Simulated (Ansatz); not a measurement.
Start from LiF in the rock salt structure (space group Fm-3m, No. 225; a = 4.008 Å).

Computed with PBEsol (Ansatz, a first-principles code), spin-orbit coupling left out.

One change was made to it. Results:

```csv
quantity,base,after
volume per atom,8.05 Å³,7.74 Å³
electron mass,0.88 mₑ (at Γ),0.91 mₑ (at Γ)
```

Task: Which of these changes matches the shifts?
(A) pressure 3 GPa
(B) pressure 1.5 GPa
(C) pressure 0.7 GPa
(D) pressure 10 GPa
(E) pressure 0.3 GPa

Result: A, pressure 3 GPa. For comparison, the electron mass in the other runs: pressure 10 GPa gives 0.97 mₑ (at Γ); pressure 1.5 GPa gives 0.90 mₑ (at Γ); pressure 0.7 GPa gives 0.89 mₑ (at Γ); pressure 0.3 GPa gives 0.89 mₑ (at Γ).

The levels and masses belong to the bands next to the band gap. Load acts through the strain it causes; cell and atoms are relaxed under it. Masses are band curvatures over ±0.01 Å⁻¹ around the edge. No phonon test of stability was made. Competing high-pressure phases were not computed.
